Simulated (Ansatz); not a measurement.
GaP under load (space group I-4m2), r2SCAN with spin-orbit coupling, rigid bands (Ansatz, an electronic-structure program). Condition of this run: biaxial stress in (001) of -2.8 GPa (compression positive) (the target of the relaxation). Band gap 1.47 eV, N_c = 1.12e19 cm⁻³ and N_v = 4.87e18 cm⁻³ at 300 K, conductivity masses along y (a = (0.00, 2.78, 2.67) Å; b = (2.78, 0.00, 2.67) Å; c = (2.78, 2.78, 0.00) Å) of 0.244 mₑ (electrons) and 0.428 mₑ (holes). Take k_BT = 0.02585 eV.

### Question
What built-in voltage has an abrupt junction with N_A = 1e16 and N_D = 1e17 cm⁻³, all dopants ionised?

### Answer
V_bi = E_g/e − (k_BT/e) ln(N_c N_v/(N_A N_D)) = 1.47 − 0.02585 × 10.91 = 1.19 V, for the computed gap.

### Question
Find the intrinsic carrier density and the intrinsic Fermi level.

### Answer
n_i = √(N_c N_v) exp(−E_g/2k_BT) = 7.39e18 × exp(−28.43) = 3.3e6 cm⁻³. The level lies (k_BT/2) ln(N_v/N_c) = -11 meV from mid-gap (positive towards the conduction band). Each 0.1 eV added to the gap lowers n_i by a factor of 6.9.

### Question
What thermal injection velocity √(2k_BT/πm) limits a ballistic channel along the direction named?

### Answer
1.09e7 cm/s for electrons and 8.22e6 cm/s for holes, a ratio of √(m_h/m_e) = 1.32, for dilute carriers.

Rigid bands with the computed gap; masses take one relaxation time for all states. Geometry: cell and atoms relaxed with PBEsol.
